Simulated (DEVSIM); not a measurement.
Device: abrupt Ge n-p junction, at 300 K.

Layer 1 from the left is Ge, thickness (μm) 22.0, Nd (cm⁻³) 1.5e15, τn (s) 1.7e-6, τp (s) 1.7e-6. Layer 2 from the left is Ge, thickness (μm) 0.490, Na (cm⁻³) 2.9e14, τn (s) 1.7e-6, τp (s) 1.7e-6.

Left contact: ohmic. Right contact: ohmic. Voltage is applied to the left contact. Recombination: SRH at mid-gap, radiative, Auger. Mobility is constant in doping.

This is a model device: material constants are rounded textbook-type values typed into the input, and sizes, dopings and lifetimes were drawn at random. Values at 300 K.

Ge: gap (eV) 0.664, affinity (eV) 4, permittivity 16, Nc (cm⁻³) 1.04e19, Nv (cm⁻³) 6e18, μn (cm²/Vs) 3900, μp (cm²/Vs) 1900, B (cm³/s) 6.4e-14, Cn (cm⁶/s) 1e-31, Cp (cm⁶/s) 1e-31.

Simulated with DEVSIM: 1D drift-diffusion, Boltzmann statistics, complete ionisation; no tunnelling, impact ionisation, image-force lowering or self-heating.

What does the simulation give for the potential step across the device at zero bias, the dark forward voltage at 100 A/cm²?

potential step across the device at zero bias 0.179 V; dark forward voltage at 100 A/cm² 0.358 V.
